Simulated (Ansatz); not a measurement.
# Quick settings and what they miss: HgTe (P3_121, 6 atoms in the cell)

Self-consistent single point.

```yaml
crystal:
  lattice:
    - [4.76857, 0.00000, 0.00000]
    - [-2.38428, 4.12970, 0.00000]
    - [0.00000, 0.00000, 10.67647]
  atoms:
    - { symbol: Hg, position: [0.31614, 0.31614, 0.00000] }
    - { symbol: Hg, position: [0.68386, 0.00000, 0.33333] }
    - { symbol: Hg, position: [0.00000, 0.68386, 0.66667] }
    - { symbol: Te, position: [0.48557, 0.48557, 0.50000] }
    - { symbol: Te, position: [0.51443, 0.00000, 0.83333] }
    - { symbol: Te, position: [0.00000, 0.51443, 0.16667] }
```

Method of the run: PBEsol, harder PAW files (source: ansatz) made with PBE (plane waves; Ansatz, a quantum-chemistry and plane-wave program).

Base settings: basis.ecutwfc = 690 eV; kpoints.mp_grid.grid = 8 8 3; hamiltonian.xc = pbesol; hamiltonian.pseudopotentials = {kind: paw, source: ansatz}; scf.occupations.method = fermi_dirac; scf.occupations.width = 0.02 eV.

Tight run (finer mesh or higher cutoff; not a proven limit): basis.ecutwfc: 690 eV → 965 eV; kpoints.mp_grid.grid: 8 8 3 → 11 11 5; scf.convergence.dr2_threshold: default (1e-07 eV) → 1e-09 eV. It gave gap on the k-point mesh 0.51 eV; pressure -3.92 GPa; largest force (vector length) 0.423 eV/Å.

Quick runs, as changes from the base:
- A: the base itself
- B: basis.ecutwfc: 690 eV → 415 eV; kpoints.mp_grid.grid: 8 8 3 → 3 3 3; hamiltonian.xc: pbesol → lda; scf.occupations.method: fermi_dirac → gaussian; scf.occupations.width: 0.02 eV → 0.5 eV; scf.convergence.dr2_threshold: default (1e-07 eV) → 0.001 eV [LDA (PW92)]
- C: basis.ecutwfc: 690 eV → 345 eV; kpoints.mp_grid.grid: 8 8 3 → 2 2 2; scf.occupations.width: 0.02 eV → 0.2 eV
- D: basis.ecutwfc: 690 eV → 485 eV; kpoints.mp_grid.grid: 8 8 3 → 8 8 8; scf.convergence.dr2_threshold: default (1e-07 eV) → 0.0001 eV
- E: basis.ecutwfc: 690 eV → 550 eV; kpoints.mp_grid.grid: 8 8 3 → 2 2 2
- F: kpoints.mp_grid.grid: 8 8 3 → 3 3 3; hamiltonian.xc: pbesol → b3lyp [B3LYP]

Energies are extrapolated to zero smearing width, which holds to low order in the width alone.

Dashes: time of A, B, C, E, under 30 s; energy of B, F, another energy zero; gap of B, C, left out as unsure on this mesh or at this smearing; count of F, another kind of functional, whose work the count does not hold.

Gaps are read on each run's own mesh, which may miss the band edges.

† marks runs with another functional, U, potentials or spin treatment: their distance from the tight run is not a convergence error alone.

The count of work is k-points × plane waves × bands × iterations; it is no time. Core times come from one kind of shared machine and are given to one figure; runs under 30 s give none.

Pressures in the table are Ansatz's without its Pulay estimate, at a fixed set of plane waves; the tight run's value above holds the estimate.

The starting cell comes from a database of computed structures (which also holds hypothetical and non-ambient phases and stackings), without a prior relaxation at this level. Its lattice was rescaled by a random factor within 2.5 % of one. Spin-orbit coupling is off. In the base run, with a pressure of about -4 GPa the cell is away from its equilibrium volume at this level.

```tsv
run	energy less tight (meV/atom)	pressure less tight (GPa)	largest miss in a force vector (eV/Å)	gap on the mesh less tight (eV)	count of work / tight	core time / tight (rough)
A	0.3	0.00	0.001	0.015	0.20	–
B†	–	-39.11	0.055	–	0.017	–
C	6264.0	-139.85	0.100	–	0.012	–
D	174.7	-7.72	0.003	-0.009	0.23	0.3
E	153.1	0.25	0.011	-0.054	0.023	–
F†	–	3.82	0.063	0.919	–	4
```

Among the runs at the tight run's level, the energy misses run from 0.3 to 6264.0 meV/atom.

Left out of this page: 1 run of the series with a known weakness of the program.

Keys are those of Ansatz 0.2.
